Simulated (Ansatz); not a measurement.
Results of r²SCAN (Ansatz, a first-principles code, PAW) for Mg3PN (model structure, started from the cubic perovskite type, Pm-3m, No. 221, 5 atoms in the cell).

Run with plane-wave cutoff 560 eV, 8×8×8 k mesh, Fermi–Dirac smearing 0.01 eV, scalar-relativistic PAW data made under PBE.

The cell is the one relaxed with PBEsol. Conventional cell: a = 4.1522 Å, b = 4.1522 Å, c = 4.1522 Å, α = 90.00°, β = 90.00°, γ = 90.00°.

```xyz
5
Lattice="4.1522 0.0000 0.0000 0.0000 4.1522 0.0000 0.0000 0.0000 4.1522" Properties=species:S:1:pos:R:3 pbc="T T T"
P      0.0000     0.0000     0.0000
N      2.0761     2.0761     2.0761
Mg     0.0000     2.0761     2.0761
Mg     2.0761     2.0761     0.0000
Mg     2.0761     0.0000     2.0761
```

List the 11 lowest band energies at Γ above −25 eV (eV, relative to the valence band maximum), grouping those that round alike.

At Γ: -14.72, -10.04, -3.56 (×3), 0.00 (×3), 2.20 (×2), 2.71.

Note: the relaxation could raise the start's symmetry but not lower it, so the cell can be a saddle point.

A model structure was made by putting elements into a prototype or built by hand; it is no filed structure, need not be a known phase, and can be a saddle point held by its symmetry.
